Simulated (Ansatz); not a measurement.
# Quick settings and what they miss: NaGa₄ (I4/mmm, 5 atoms in the cell)

Self-consistent single point.

```yaml
crystal:
  lattice:
    - [-2.12473, 2.12473, 5.63817]
    - [2.12473, -2.12473, 5.63817]
    - [2.12473, 2.12473, -5.63817]
  atoms:
    - { symbol: Na, position: [0.00000, 0.00000, 0.00000] }
    - { symbol: Ga, position: [0.75000, 0.25000, 0.50000] }
    - { symbol: Ga, position: [0.25000, 0.75000, 0.50000] }
    - { symbol: Ga, position: [0.38933, 0.38933, 0.00000] }
    - { symbol: Ga, position: [0.61067, 0.61067, 0.00000] }
```

Level of theory: LDA (PW92), default PAW files made with PBE (plane waves; Ansatz, a quantum-chemistry and plane-wave program).

Base settings: basis.ecutwfc = 30.9 Ry; kpoints.mp_grid.grid = 9 9 9; hamiltonian.xc = lda; hamiltonian.pseudopotentials = {kind: paw} (the program's default PAW files); scf.occupations.method = cold; scf.occupations.width = 0.0037 Ry.

Tight run (finer mesh or higher cutoff; not a proven limit): basis.ecutwfc: 30.9 Ry → 43.4 Ry; kpoints.mp_grid.grid: 9 9 9 → 13 13 13; scf.convergence.dr2_threshold: default (1e-07 eV) → 1e-09 eV. It gave Fermi level (on the code's own zero) 7.47 eV; pressure -3.76 GPa; largest force (vector length) 0.107 eV/Å.

Quick runs, as changes from the base:
- A: the base itself
- B: basis.ecutwfc: 30.9 Ry → 15.4 Ry; kpoints.mp_grid.grid: 9 9 9 → 2 2 2
- C: basis.ecutwfc: 30.9 Ry → 18.4 Ry; kpoints.mp_grid.grid: 9 9 9 → 1 1 1; scf.occupations.method: cold → methfessel_paxton; scf.occupations.width: 0.0037 Ry → 0.0147 Ry
- D: basis.ecutwfc: 30.9 Ry → 15.4 Ry; kpoints.mp_grid.grid: 9 9 9 → 8 8 8; scf.occupations.method: cold → gaussian; scf.occupations.width: 0.0037 Ry → 0.01 Ry
- E: kpoints.mp_grid.grid: 9 9 9 → 4 4 4; scf.occupations.method: cold → gaussian; scf.occupations.width: 0.0037 Ry → 0.01 Ry; scf.convergence.dr2_threshold: default (1e-07 eV) → 0.0001 eV
- F: basis.ecutwfc: 30.9 Ry → 18.4 Ry; kpoints.mp_grid.grid: 9 9 9 → 6 6 6; scf.occupations.method: cold → fermi_dirac; scf.occupations.width: 0.0037 Ry → 0.02 Ry

Energies are extrapolated to zero smearing width, which holds to low order in the width alone.

The count of work is k-points × plane waves × bands × iterations; it is no time. 

Pressures in the table are Ansatz's without its Pulay estimate, at a fixed set of plane waves; the tight run's value above holds the estimate.

The starting cell comes from a database of computed structures (which also holds hypothetical and non-ambient phases and stackings), without a prior relaxation at this level. Its lattice was rescaled by a random factor within 2.5 % of one. In the base run, with a pressure of about -4 GPa the cell is away from its equilibrium volume at this level.

```tsv
run	energy less tight (meV/atom)	pressure less tight (GPa)	largest miss in a force vector (eV/Å)	count of work / tight
A	2.5	-0.06	0.051	0.19
B	5551.5	-193.37	0.455	0.0057
C	2274.0	-48.51	2.240	0.0022
D	5149.6	-197.14	0.161	0.042
E	9.9	0.12	0.085	0.022
F	1088.6	-58.85	0.029	0.029
```

Among the runs at the tight run's level, the energy misses run from 2.5 to 5551.5 meV/atom.

Keys are those of Ansatz 0.2.
